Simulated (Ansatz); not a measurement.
**Point defects in MoSe2**

The parent structure is a 12-atom supercell of MoSe2 in the 2H-MoS2 type structure (space group P6_3/mmc, No. 194; a = 3.2771 Å, c = 12.7318 Å; layered, stacked along the Cartesian z axis) at its relaxed geometry.

One neutral defect a cell, atoms relaxed at fixed cell.

Method: PBE-D3(BJ) (Ansatz, a quantum-chemistry and plane-wave program; PAW; 420 eV plane waves; scalar-relativistic without spin-orbit coupling).

| case | largest displacement of a host atom from its site in the perfect cell | pressure |
|---|---|---|
| perfect supercell | – | 0.0 GPa |
| S on a Se site, symmetric start | 0.06 Å | -1.0 GPa |
| Se on a Mo site (antisite) | ___ | ___ |
| Ir on a Se site | 0.19 Å | -2.2 GPa |

Problem. Complete the table.

Solution. 
- Se on a Mo site (antisite), largest displacement of a host atom from its site in the perfect cell: 0.27 Å
- Se on a Mo site (antisite), pressure: 2.9 GPa

The magnetic state is the one reached from the starting moments; the real material's order can differ, and small cells can't hold many antiferromagnetic ones. In so small a cell the defect repeats every few ångströms: this is an ordered compound, not a dilute defect. The mesh was chosen for an insulator and is coarse for the gapless case. Defects with a symmetric start kept the site's symmetry and may sit on a saddle; the others started slightly shaken. Starting moments died away, wholly or in part, for S on a Se site and Se on a Mo site (antisite); another magnetic solution may exist.
